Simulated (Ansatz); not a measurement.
Output of an Ansatz run (abridged):

```
WARN the atoms were moved onto the symmetric positions of the space group found under crystal.symmetry.tolerance 1.0e-5 (fractional …
WARN ansatz: RAYON_NUM_THREADS=1 ignored (pool sized by the plan → 1); use --threads N
Pseudopotentials: kind: paw
Pseudopotential: H, paw, valence charge 1
Pseudopotential: Ta, paw, valence charge 13
Crystal: 6 atoms, lattice volume = 175.661 Å³
Basis set: ecut = 420.4159175005146 eV, 3389 PW (Γ)
Bands: 33, of which v1, the nominal top of the filled ones, is band 27 counted from 1 (26 counted from 0)
Symmetry: 4 space group operations
Space group: C222 (ITA 21), of the structure as read, at distance tolerance 5.6e-5 Å
k-points: 43 of 144
PAW frozen core: Ta, regenerated for the run's functional, and the local potential with it
Initial density: superposition of atomic densities (neutral atoms: chi_scale 0, normalization atom), corrected by the library's trained network
Initial wavefunctions: pseudopotential atomic-orbital guess
Eigensolver: davidson
Functional: x = slater, c = lda
SCF iter   1: F=—  HF=-38759.244292 eV  |F-HF|=—  |Δ(HF+E_count)|=         —  Δρ=9.87e-3  dr2=2.68e0  ethr=1.77e-3  ⟨swp⟩=7.2  Hψ=6842  notcnv=0
all-band conjugate gradients solve this SCF's bands
preconditioner: auto → LDOS
SCF iter   2: F=—  HF=-38759.153751 eV  |F-HF|=—  |Δ(HF+E_count)|=   9.05e-2  Δρ=5.03e-3  dr2=5.21e-1  ethr=1.77e-3  ⟨swp⟩=3.0  Hψ=2234  notcnv=0
SCF iter   3: F=—  HF=-38759.127980 eV  |F-HF|=—  |Δ(HF+E_count)|=   2.58e-2  Δρ=1.04e-3  dr2=1.24e-2  ethr=9.64e-4  ⟨swp⟩=2.3  Hψ=1655  notcnv=0
SCF iter   4: F=—  HF=-38759.127499 eV  |F-HF|=—  |Δ(HF+E_count)|=   4.81e-4  Δρ=2.87e-4  dr2=7.77e-4  ethr=2.29e-5  ⟨swp⟩=2.0  Hψ=1937  notcnv=0
SCF iter   5: F=—  HF=-38759.127493 eV  |F-HF|=—  |Δ(HF+E_count)|=   6.36e-6  Δρ=7.57e-5  dr2=2.52e-5  ethr=1.44e-6  ⟨swp⟩=2.0  Hψ=1808  notcnv=0
SCF iter   6: F=—  HF=-38759.127466 eV  |F-HF|=—  |Δ(HF+E_count)|=   2.73e-5  Δρ=2.37e-5  dr2=3.92e-6  ethr=4.67e-8  ⟨swp⟩=3.3  Hψ=3041  notcnv=0
SCF iter   7: F=-38759.127466 eV  HF=-38759.127466 eV  |F-HF|=2.80e-8  |Δ(HF+E_count)|=   2.22e-7  Δρ=5.26e-6  dr2=7.87e-8  ethr=1.85e-10  ⟨swp⟩=8.0  Hψ=7907  notcnv=0
SCF 1 converged in 7 iterations: F = -38759.127466 eV  dr2 = 7.87e-8
SCF converged after 7 iterations
Free energy (F): -38759.127466 eV
Harris-Foulkes:  -38759.127466 eV  (|F-HF|=2.80e-8)
Internal energy: -38759.002601 eV  (E = F + TS)
E sigma→0 (E₀):  -38759.065033 eV
Entropy (-TS):   -0.124865 eV (-20.811 meV/atom)
Fermi energy:    5.118917 eV
--- Per-component energies (eV) ---
  E_band       = -1148.168798
  E_kinetic    = 1483.111389
  E_local      = -37627.771682  (includes V_loc(G=0)·N_el)
  E_nonlocal   = 82.273697
  E_hartree    = 18109.341430
  E_xc         = -880.063211
  E_vxc        = -833.055538  (∫ρ·V_xc dr)
  E_paw        = -32594.923131  (= ΣΔE_a)
  E_vpaw       = -471.409931  (= ΣTr[D̂ρ^β])
  E_aug_tail   = -0.001984  (compensation charges beyond the density's cutoff)
  E_ewald      = 12667.995281
  E_core_change = 1.035611  (= ΣΔE_core)
  E_smearing   = -0.124865  (= −TS)
  E_closure    = 0.000000  (closes the sum)
  Σ components = -38759.127466   (vs F -38759.127466, Δ=0.00e0)
--- Forces (eV/Å), atoms counted from 1 ---
  atom   1  H      0.00000000     0.00000000    -0.22319578
  atom   2  H      0.00000000     0.00000000     0.22319578
  atom   3  Ta     0.00000000     0.00000000    -0.38558560
  atom   4  Ta     0.00000000     0.00000000     1.04615521
  atom   5  Ta     0.00000000     0.00000000    -1.04615521
  atom   6  Ta     0.00000000     0.00000000     0.38558560
  max |Σ_I F_I| component: 1.67e-16 eV/Å
--- Stress (GPa, compression-positive) ---
       -9.975597       0.056585       0.000000
        0.056585      -9.938655       0.000000
       -0.000000       0.000000      -5.211125
  P = ⅓ Tr σ = -8.3751 GPa (-83.751 kbar)
  The stress holds the Pulay correction. Without it, at fixed plane waves, as pw.x and ABINIT print it: P = -8.4138 GPa
--- Band table (eV; the first three rows and the last of 43) ---
  k-point 0: bands = ["-62.8599", "-62.8598", "-62.4044", "-62.3420", "-29.6150", "-29.5662", "-29.1702", "-29.0065", "-29.0030", "-28.8455", "-28.8447", "-28.7248", "-28.6460", "-28.5226", "-28.4778", "-28.4611", "-4.2578", "-3.6183", "-0.2037", [...]
  k-point 1: bands = ["-62.8573", "-62.8572", "-62.4008", "-62.3405", "-29.6038", "-29.5611", "-29.1746", "-29.0370", "-29.0115", "-28.8782", "-28.8572", "-28.7710", "-28.6226", "-28.5482", "-28.5082", "-28.4725", "-4.1036", "-3.5022", "-0.0132", [...]
  k-point 2: bands = ["-62.8505", "-62.8501", "-62.3906", "-62.3365", "-29.5737", "-29.5478", "-29.2076", "-29.1281", "-29.0544", "-28.9371", "-28.8792", "-28.8651", "-28.6477", "-28.5985", "-28.5641", "-28.4802", "-3.6821", "-3.2022", "0.4712", [...]
  k-point 42: bands = ["-62.7909", "-62.7909", "-62.3259", "-62.2796", "-29.6313", "-29.6257", "-29.4162", "-29.4031", "-29.3463", "-29.3193", "-29.3150", "-29.1558", "-29.0652", "-28.9926", "-28.8078", "-28.6070", "-1.6998", "-1.4636", "1.0335", [...]
```

The structure:

```
CELL_PARAMETERS angstrom
      2.94449     0.00000     0.00000
     -3.85822     2.79913     0.00000
      0.00000     0.00000    21.31288
ATOMIC_POSITIONS crystal
  H  0.00000 0.00000 0.38781
  H  0.00000 0.00000 0.61220
  Ta 0.50000 0.50000 0.44717
  Ta 0.50000 0.00000 0.32844
  Ta 0.50000 0.50000 0.67156
  Ta 0.50000 0.00000 0.55283
```

**Question.** Write an input that gives this output.

**Answer.** Other spellings and defaults could give the same log, and not every line can be read from it. The input that was run (DFT, LDA (PW92), plane waves, default PAW files made with PBE):

Ansatz 0.2 input:
```yaml
crystal:
  lattice:
    - [2.944490, 0.000000, 0.000000]
    - [-3.858221, 2.799128, 0.000000]
    - [0.000000, 0.000000, 21.312882]
  atoms:
    - { symbol: H, position: [0.000000, 0.000000, 0.387807] }
    - { symbol: H, position: [0.000000, 0.000000, 0.612197] }
    - { symbol: Ta, position: [0.500000, 0.500000, 0.447175] }
    - { symbol: Ta, position: [0.500000, 0.000000, 0.328440] }
    - { symbol: Ta, position: [0.500000, 0.500000, 0.671560] }
    - { symbol: Ta, position: [0.500000, 0.000000, 0.552830] }
basis:
  ecutwfc: 30.9 Ry
kpoints:
  mp_grid:
    grid: [12, 12, 1]
hamiltonian:
  xc: lda
  pseudopotentials:
    kind: paw
scf:
  occupations:
    method: fermi_dirac
    width: 0.0073 Ry
output:
  forces: true
  eigenvalues: true
  stress: true
```

The starting cell comes from a database of computed structures (which also holds hypothetical and non-ambient phases and stackings), without a prior relaxation at this level. The slab is cut from that crystal, and its faces are unrelaxed. Its lattice was rescaled by up to half a per cent. Spin-orbit coupling is off. Spin polarisation is off. Forces in this geometry exceed 1 eV/Å.

Ansatz is a program for electronic structure.
